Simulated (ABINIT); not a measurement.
Input and output of a self-consistent single point for NaTlO (P6_3mc, 6 atoms in the cell) (ABINIT).

Method: PBEsol, norm-conserving pseudopotentials (PseudoDojo nc-sr-04 PBEsol standard) (plane waves; ABINIT).

The change in words: lattice scaled by 0.98. Reference geometry:
```xyz
6
Lattice="3.4844 0.0000 0.0000 -1.7422 3.0176 0.0000 0.0000 0.0000 11.3946" Properties=species:S:1:pos:R:3 pbc="T T T"
Na     1.7422     1.0059    10.1855
Na     0.0000     2.0117     4.4882
Tl     0.0000     2.0117     1.3186
Tl     1.7422     1.0059     7.0159
O      0.0000     0.0000    11.2852
O      0.0000     0.0000     5.5879
```

Reference input (self-consistent single point, DFT, PBEsol, plane waves, norm-conserving pseudopotentials (PseudoDojo nc-sr-04 PBEsol standard)): pseudos = [Na.upf, Tl.upf, O.upf]; ecut = 44 Ha; occopt = 1; ngkpt = 7 7 2; nshiftk = 1; shiftk = 0 0 0; potentials = PseudoDojo nc-sr-04 PBEsol standard; nband = 31; kptopt = 1; nstep = 50; tolvrs = 1e-12; diemac = 9. This run's input differs from it in these lines:

```diff
@@ -5,5 +5,5 @@
 rprim
-         3.4843898518    0.0000000344    0.0000000000
-        -1.7421949557    3.0175701112    0.0000000000
-         0.0000000000    0.0000000000   11.3945900000
+         3.4147021857   -0.0000000431    0.0000000000
+        -1.7073510555    2.9572188607    0.0000000000
+         0.0000000000    0.0000000000   11.1666980000
 natom 6
@@ -13,8 +13,8 @@
 xcart
-         1.7421949160    1.0058567266   10.1855100551
-        -0.0000000199    2.0117134189    4.4882150551
-        -0.0000000199    2.0117134189    1.3185819548
-         1.7421949160    1.0058567266    7.0158769548
-         0.0000000000    0.0000000000   11.2852019360
-         0.0000000000    0.0000000000    5.5879069360
+         1.7073511053    0.9857395915    9.9817996752
+         0.0000000249    1.9714792261    4.3984506752
+         0.0000000249    1.9714792261    1.2922102926
+         1.7073511053    0.9857395915    6.8755592926
+         0.0000000000    0.0000000000   11.0594976992
+         0.0000000000    0.0000000000    5.4761486992
       Angstrom
```

Log, with long lists cut:

```
--- !BeginCycle
solver: {iscf: 7, nstep: 50, nline: 4, wfoptalg: 0, }
tolerances: {tolvrs: 1.00E-12, }
...

     iter   Etot(hartree)      deltaE(h)  residm     vres2
 ETOT  1  -244.37969432757    -2.444E+02 3.286E-01 3.310E+03
 ETOT  2  -245.10664504061    -7.270E-01 1.000E-02 3.799E+03
 ETOT  3  -245.52870559123    -4.221E-01 6.890E-03 1.143E+03
 ETOT  4  -245.57952816527    -5.082E-02 4.437E-03 7.908E+02
 ETOT  5  -245.60531246348    -2.578E-02 4.040E-04 4.460E+02
   [... 8 lines left out ...]
 ETOT 14  -245.65572283829    -9.663E-13 4.311E-06 2.415E-09
 ETOT 15  -245.65572283830    -5.571E-12 4.076E-06 2.869E-10
 ETOT 16  -245.65572283829     1.378E-11 4.089E-06 2.069E-11
 ETOT 17  -245.65572283830    -1.222E-11 3.812E-06 8.502E-13
 At SCF step   17       vres2   =  8.50E-13 < tolvrs=  1.00E-12 =>converged.

 Cartesian components of stress tensor (hartree/bohr^3)
  sigma(1 1)= -9.98009454E-05  sigma(3 2)=  0.00000000E+00
  sigma(2 2)= -9.98009452E-05  sigma(3 1)=  0.00000000E+00
  sigma(3 3)= -1.11704130E-04  sigma(2 1)= -8.31183676E-14

 ----iterations are completed or convergence reached----

 reduced coordinates (array xred) for    6 atoms
       0.666666666667      0.333333333333      0.893889999998
       0.333333333333      0.666666666667      0.393889999998
       0.333333333333      0.666666666667      0.115720000004
       0.666666666667      0.333333333333      0.615720000004
       0.000000000000      0.000000000000      0.990400000000
       0.000000000000      0.000000000000      0.490400000000
 cartesian forces (eV/Angstrom) at end:
   [... lines left out ...]
 Fermi (or HOMO) energy (hartree) =   0.09519   Average Vxc (hartree)=  -0.35595
 Fermi (or HOMO) energy (eV) =   2.59024   Average Vxc (eV)=  -9.68581
   [... lines left out ...]
total_energy        : -2.45655722838298E+02
total_energy_eV     : -6.68463217155868E+03
band_energy         : -2.27457594877045E+01
...

-Cartesian components of stress tensor (GPa)         [Pressure=  3.0530E+00 GPa]
- sigma(1 1)= -2.93624469E+00  sigma(3 2)=  0.00000000E+00
- sigma(2 2)= -2.93624469E+00  sigma(3 1)=  0.00000000E+00
- sigma(3 3)= -3.28644841E+00  sigma(2 1)= -2.44542639E-09

 Calculation completed.
```

The run converged in 17 iterations. Against the reference run the free energy goes up by 9.6 meV/atom, the pressure goes from -0.27 to 3.05 GPa, the largest force goes from 0.072 to 0.373 eV/Å and the gap on the mesh goes from 0.968 to 0.936 eV.

The starting cell comes from a database of computed structures (which also holds hypothetical and non-ambient phases and stackings), without a prior relaxation at this level. For this run, on top of that: lattice scaled by 0.98. Spin-orbit coupling is off. With a pressure of about 3 GPa the cell is away from its equilibrium volume at this level.

Cost on one core of a shared machine: roughly 2 min.
